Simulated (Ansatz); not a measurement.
Base system: Zr in the hcp (Mg type) structure (space group P6_3/mmc, No. 194; a = 3.246 Å, c = 5.151 Å).

Structures relaxed with Kohn–Sham DFT with the r2SCAN functional, run in Ansatz (an electronic-structure program) with PAW and 500 eV plane waves, no spin-orbit coupling.

Base:

Simulated powder pattern, Mo Kα, λ = 0.71073 Å (kinematic, ideal powder, no thermal factors, no anomalous dispersion; the 14 strongest lines at most, above 2 %, up to 2θ = 40°):

| 2θ (°) | I/Imax (%) | hkl |
|---|---|---|
| 14.52 | 23 | (100) |
| 15.86 | 25 | (002) |
| 16.56 | 100 | (101) |
| 21.57 | 16 | (102) |
| 25.30 | 20 | (110) |
| 28.07 | 22 | (103) |
| 29.29 | 3.3 | (200) |
| 30.00 | 24 | (112) |
| 30.39 | 17 | (201) |
| 32.04 | 3.3 | (004) |
| 33.48 | 4.3 | (202) |
| 35.34 | 3.6 | (104) |
| 38.14 | 8.4 | (203) |
| 39.94 | 14 | (211) |

After one change:

Simulated powder pattern, Mo Kα, λ = 0.71073 Å (kinematic, ideal powder, no thermal factors, no anomalous dispersion; the 14 strongest lines at most, above 2 %, up to 2θ = 40°):

```json
[
 {"2θ (°)": "5.42", "I/Imax (%)": "19"},
 {"2θ (°)": "14.67", "I/Imax (%)": "47"},
 {"2θ (°)": "16.05", "I/Imax (%)": "49"},
 {"2θ (°)": "16.72", "I/Imax (%)": "100"},
 {"2θ (°)": "16.74", "I/Imax (%)": "100"},
 {"2θ (°)": "21.79", "I/Imax (%)": "17"},
 {"2θ (°)": "21.83", "I/Imax (%)": "17"},
 {"2θ (°)": "25.54", "I/Imax (%)": "42"},
 {"2θ (°)": "28.38", "I/Imax (%)": "23"},
 {"2θ (°)": "30.29", "I/Imax (%)": "18"},
 {"2θ (°)": "30.31", "I/Imax (%)": "17"},
 {"2θ (°)": "30.35", "I/Imax (%)": "17"},
 {"2θ (°)": "30.68", "I/Imax (%)": "18"},
 {"2θ (°)": "30.71", "I/Imax (%)": "18"}
]
```

Q: Which change produced these results?
A) x(Hf) = 0.375, 8 atoms, Amm2
B) x(Hf) = 0.375, 8 atoms, Pmm2
C) x(Hf) = 0.625, 8 atoms, Pm

A: C, x(Hf) = 0.625, 8 atoms, Pm. Its volume per atom is 22.78 Å³ against 23.50 Å³, and its space group is Pm (No. 6).

Each cell is one ordered arrangement of few atoms, which overstates ordering effects compared with a random alloy. Whether these cells are dynamically stable was not tested. The final runs are not spin-polarised.
